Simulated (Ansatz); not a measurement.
**WP2: response to strain**

Take WP₂ (space group Cmc2_1, No. 36; a = 3.149 Å, b = 11.136 Å, c = 4.953 Å) as the base. Axes: x, y, z lie along a, b, c of the conventional cell.

Strains are applied to the cell and any free atomic positions relax; under biaxial strain the out-of-plane vector relaxes too.

Method: PBEsol, PAW, 420 eV (Ansatz, an electronic-structure program; no SOC).

Notes on the quantities. pressure: mean of the normal stresses, compression positive.

| case | pressure | volume per atom |
|---|---|---|
| base | 0.0 GPa | 14.47 Å³ |
| biaxial strain −1.15 %, plane normal [001], relaxed out of plane | 3.3 GPa | 14.27 Å³ |
| biaxial strain −0.91 %, plane normal [001], relaxed out of plane | 2.6 GPa | 14.31 Å³ |
| isotropic strain +1.19 % | -6.7 GPa | 15.00 Å³ |
| uniaxial strain ε_zz = −0.48 % | 0.9 GPa | 14.40 Å³ |

Without a gap, meshes like the base's 15×15×10 leave anisotropic stresses uncertain by several tenths of a GPa, and small strain energies with them. Whether these cells are dynamically stable was not tested. All final runs are without spin polarisation.
